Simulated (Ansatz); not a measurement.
Results of LDA in Ansatz (plane waves, PAW) for TaSnS (model structure, started from the ZrSiS type, P4/nmm, No. 129, 6 atoms in the cell).

Run with plane-wave cutoff 520 eV, 14×14×6 k mesh (along the axes of the cell as run), Fermi–Dirac smearing 0.05 eV, scalar-relativistic PAW data made under PBE.

Cell (relaxed at this level):

```cif
data_S2Sn2Ta2
_chemical_formula_sum 'Ta2 Sn2 S2'
_space_group_name_H-M_alt 'P4/nmm :1'
_space_group_IT_number 129
_space_group_name_Hall 'P 4ab 2ab -1ab'
_cell_length_a 3.78588
_cell_length_b 3.78588
_cell_length_c 7.59409
_cell_angle_alpha 90.000
_cell_angle_beta 90.000
_cell_angle_gamma 90.000
loop_
_space_group_symop_operation_xyz
  'x, y, z'
  '-y+1/2, x+1/2, z'
  '-x, -y, z'
  'y+1/2, -x+1/2, z'
  'x+1/2, -y+1/2, -z'
  '-y, -x, -z'
  '-x+1/2, y+1/2, -z'
  'y, x, -z'
  '-x+1/2, -y+1/2, -z'
  'y, -x, -z'
  'x+1/2, y+1/2, -z'
  '-y, x, -z'
  '-x, y, z'
  'y+1/2, x+1/2, z'
  'x, -y, z'
  '-y+1/2, -x+1/2, z'
loop_
_atom_site_label
_atom_site_type_symbol
_atom_site_symmetry_multiplicity
_atom_site_Wyckoff_symbol
_atom_site_fract_x
_atom_site_fract_y
_atom_site_fract_z
_atom_site_occupancy
Ta1 Ta 2 c 0.50000 0.00000 0.29184 1
Sn1 Sn 2 a 0.00000 0.00000 0.00000 1
S1 S 2 c 0.00000 0.50000 0.37834 1
```

**Question.** What does this level give for the bulk modulus?

**Answer.** 
- bulk modulus: 137 GPa

The run finds no gap.

Note: the bulk modulus is −V dP/dV from two relaxed cells at ±2 % in volume; the relaxation could raise the start's symmetry but not lower it, so the cell can be a saddle point.

Spin–orbit coupling is not included; it can open a gap where bands touch, and shift volumes and moduli.

Static lattice: no zero-point or thermal effects.

It cost around 7 core-minutes (rough) of CPU time.

A model structure was made by putting elements into a prototype or built by hand; it is no filed structure, need not be a known phase, and can be a saddle point held by its symmetry.

Ansatz is a quantum-chemistry and plane-wave program.
